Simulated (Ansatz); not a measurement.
The reference is GaP in the zinc blende structure (space group F-43m, No. 216).

```
CELL_PARAMETERS angstrom
      0.00000     2.69570     2.69570
      2.69570     0.00000     2.69570
      2.69570     2.69570     0.00000
ATOMIC_POSITIONS crystal
  Ga 0.00000 0.00000 0.00000
  P  0.25000 0.25000 0.25000
```

Level of theory: Kohn–Sham DFT with the LDA functional, run in Ansatz (an electronic-structure program) with PAW and 420 eV plane waves, without spin-orbit coupling.

Base values:

The valley order is a point along ⟨100⟩, about 1.0 Å⁻¹ from Γ 1.38 eV; L along ⟨111⟩ 1.60 eV; Γ 1.88 eV. The pressure is -0.1 kbar and the width of the top valence band is 3.63 eV.

Now apply this change: the cell is scaled by 1.0250 in all directions, atoms relaxed at fixed cell.

Task: Estimate the effect on the valley order.

Result: The valley order (the lowest conduction-band minima on the path, energy above the VBM, named in the base's zone) becomes Γ 1.27 eV; L along ⟨111⟩ 1.37 eV; a point along ⟨100⟩, about 1.0 Å⁻¹ from Γ 1.50 eV (base: a point along ⟨100⟩, about 1.0 Å⁻¹ from Γ 1.38 eV; L along ⟨111⟩ 1.60 eV; Γ 1.88 eV).

Task: What happens to the pressure?

Result: The pressure drops by 56.4 kbar (-0.1 kbar → -56.5 kbar).

Task: What happens to the width of the top valence band?

Result: The width of the top valence band decreases by 0.356 eV to 3.28 eV.

The cells carry an imposed strain or load. Whether these cells are dynamically stable was not tested.
